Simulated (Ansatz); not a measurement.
Consider HfO₂ (space group P2_1/c, No. 14; a = 5.161 Å, b = 5.212 Å, c = 5.352 Å, α = 90.00°, β = 99.66°, γ = 90.00°).

Method: Kohn–Sham DFT with the PBE functional, run in Ansatz (a first-principles code) with PAW and 420 eV plane waves, no SOC.

Before the change:

- Density = 9.85 g/cm³
- Gap character = indirect, Γ → Y₂
- Band gap = 4.04 eV

Modification: a hydrostatic pressure of 30 GPa.

Q: What happens to the density, gap character and band gap?

A: The density rises by 1.775 g/cm³, from 9.85 g/cm³ to 11.63 g/cm³; the gap character changes from indirect, Γ → Y₂ to direct at Y₂; the band gap increases by 0.66 eV (4.04 eV → 4.70 eV).

Spin-orbit coupling, missing from the scalar runs, can matter with Hf. Load acts through the strain it causes; cell and atoms are relaxed under it. Stability against distortions was not tested. Competing high-pressure phases were not computed.
